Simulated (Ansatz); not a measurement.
# Metal–metal bond length (Å) in related cells

A. Rh (fcc, Fm-3m)
B. Pd (fcc, Fm-3m)
C. Ag (fcc, Fm-3m)
D. Ir (fcc, Fm-3m)
E. Pt (fcc, Fm-3m)
F. Au (fcc, Fm-3m)

Plane-wave PAW calculations with Ansatz (a first-principles code), its default PAW set. Each column's cells are at rest at that level. No structure search was made; lower ones may exist. Atoms count as bonded under 1.18 times the sum of their covalent radii (1.35 for H and a metal); two metal atoms count in their first shell alone, and not where both have two or more other neighbours. Mean, with the range where bonds differ.

```csv
system,PBE,r2SCAN (own geometry)
A,2.710,2.688
B,2.790,2.765
C,2.933,2.902
D,2.738,2.719
E,2.809,2.787
F,2.940,2.916
```

With PBE the value is lowest for A and highest for F. With r2SCAN (own geometry) the value is lowest for A and highest for F.
